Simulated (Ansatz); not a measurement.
Effect of biaxial strain −0.83 %, plane normal [111], relaxed out of plane on CdTe

Base system: CdTe in the zinc blende structure (space group F-43m, No. 216; a = 6.558 Å). Axes: x, y, z lie along the cube axes.

Modification: biaxial strain −0.83 %, plane normal [111], relaxed out of plane (Cartesian); in-plane vectors clamped, the third vector and the atoms free.

Computed with plane-wave PAW DFT at the r2SCAN level (Ansatz, an electronic-structure program, 500 eV), without spin-orbit coupling. k-mesh 9×9×9 (Γ-centred); smearing 0.05 eV (Fermi–Dirac).

- Volume per atom: 34.90 Å³ (base 35.25 Å³)
- Space group: R3m (No. 160) (base F-43m (No. 216))
- Energy relative to the base (free energy F): +1.1 meV/atom
- Pressure (mean of the normal stresses, compression positive): 0.40 GPa (base 0.00 GPa)
- Band gap: 1.17 eV (base 1.17 eV)
- Gap character: direct at Γ (base direct at Γ)
- Electron mass: 0.091 mₑ (at Γ) (base 0.090 mₑ (at Γ))
- Valence-band top at Γ (three highest levels, from the VBM): 0.00, 0.00, -0.08 eV (base 0.00, 0.00, 0.00 eV)
- Valley order (the lowest conduction-band minima on the path, energy above the VBM, named in the base's zone): Γ 1.17 eV; L along [1-11] 2.15 eV; L along [111] 2.30 eV (base Γ 1.17 eV; L along ⟨111⟩ 2.20 eV)
- Out-of-plane strain: +0.67 %
- Ratio −ε⊥/ε∥: 0.81

Final structure (turned so that z lies along the plane normal):

```xyz
2
Lattice="4.5986 0.0000 0.0000 2.2993 3.9825 0.0000 2.2993 -1.3275 3.8115" Properties=species:S:1:pos:R:3 pbc="T T T"
Cd     0.0000     0.0000     0.0113
Te     4.5986     0.0000     2.8473
```

With Te present, leaving out spin-orbit coupling can change the band edges. Effective masses come from finite differences of ±0.01 Å⁻¹. Stability against distortions was not tested. k-point labels follow each cell's own Brillouin zone.
